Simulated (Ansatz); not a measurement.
Defect migration in rutile SnO2: O vacancy, charge state +2. The step: one O atom jumps into the vacancy from a nearby O site; the atom moves 2.37 Å along (-0.35, -0.35, 0.00) of the unit cell; the moving atom starts with neighbours 2 Sn at 2.04, Sn at 2.27 Å and ends with 2 Sn at 2.04, Sn at 2.27 Å. DFT values are from Ansatz (plane-wave PAW, 420 eV unless said) in a cell of 216 host sites, spin-restricted, static, with no finite-size correction. The charge state is imposed; whether it is stable for some Fermi level was not computed. Forms of the defect that were not tried may lie lower. For the PBE band: the saddle point's order was not checked, and it lies on a symmetry element of the cell, where a band can be held.

```tsv
Level	Forward barrier (eV)
CHGNet universal potential (has no charge state), its own band	1.13
PBE, one k-point at (0.250, 0.250, 0.250), band relaxed	0.90
PBE, a 2×2×2 k-point mesh shifted by half a step, same geometries	0.90
r2SCAN at 500 eV, one k-point at (0.250, 0.250, 0.250), same geometries	0.75
PBE, Γ point alone, same geometries	0.88
HSE06, Γ point alone, same geometries	0.59
```

Ansatz is a first-principles code.
